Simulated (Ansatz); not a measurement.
## VS in the zinc blende structure (space group F-43m, No. 216; ferromagnetic; a hypothetical phase, not in the database extracts checked)

```
VS
1.0
    0.00000     2.63905     2.63905
    2.63905     0.00000     2.63905
    2.63905     2.63905     0.00000
S V
1 1
Direct
  0.25000   0.25000   0.25000
  0.00000   0.00000   0.00000
```

Computed with PBEsol/PAW in Ansatz (a program for electronic structure), no SOC. k-mesh 15×15×15 (Γ-centred); smearing 0.05 eV (Fermi–Dirac).

- Volume per atom = 18.38 Å³
- Density = 3.75 g/cm³
- Band gap = zero
- Magnetic state = ferromagnetic
- Total energy = -1885.674 eV/atom (σ→0; compares only within this code and set-up)

The magnetic state is the one reached from the starting moments; the real material's order can differ, and small cells can't hold many antiferromagnetic ones. Whether these cells are dynamically stable was not tested.
